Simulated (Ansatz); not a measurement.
## Ti3Al (P6₃/mmc, No. 194)

Level of theory: PBE (Ansatz, a first-principles code, PAW).

Run with plane-wave cutoff 520 eV, 12×12×14 k mesh (along the axes of the cell as run), Fermi–Dirac smearing 0.018 eV (set by the program), no spin polarisation, scalar-relativistic PAW data made under PBE.

Cell (relaxed at this level):

```cif
data_Al2Ti6
_chemical_formula_sum 'Al2 Ti6'
_space_group_name_H-M_alt 'P 1'
_space_group_IT_number 1
_cell_length_a 5.75589
_cell_length_b 5.75589
_cell_length_c 4.65475
_cell_angle_alpha 90.000
_cell_angle_beta 90.000
_cell_angle_gamma 120.000
loop_
_space_group_symop_operation_xyz
  'x, y, z'
loop_
_atom_site_label
_atom_site_type_symbol
_atom_site_fract_x
_atom_site_fract_y
_atom_site_fract_z
_atom_site_occupancy
Al1 Al 0.33333 0.66667 0.25000 1
Al2 Al 0.66667 0.33333 0.75000 1
Ti1 Ti 0.83026 0.66051 0.25000 1
Ti2 Ti 0.16974 0.83026 0.75000 1
Ti3 Ti 0.33949 0.16974 0.25000 1
Ti4 Ti 0.16974 0.33949 0.75000 1
Ti5 Ti 0.83026 0.16974 0.25000 1
Ti6 Ti 0.66051 0.83026 0.75000 1
```

```json
{
 "Voigt–Reuss–Hill bulk modulus": "114 GPa",
 "polycrystal shear modulus (Hill average)": "58.8 GPa",
 "young_modulus": "151 GPa",
 "poisson_ratio": "0.280"
}
```

Elastic constants are with the ions relaxed.

Cost on a shared machine: around 60 core-minutes (rough).
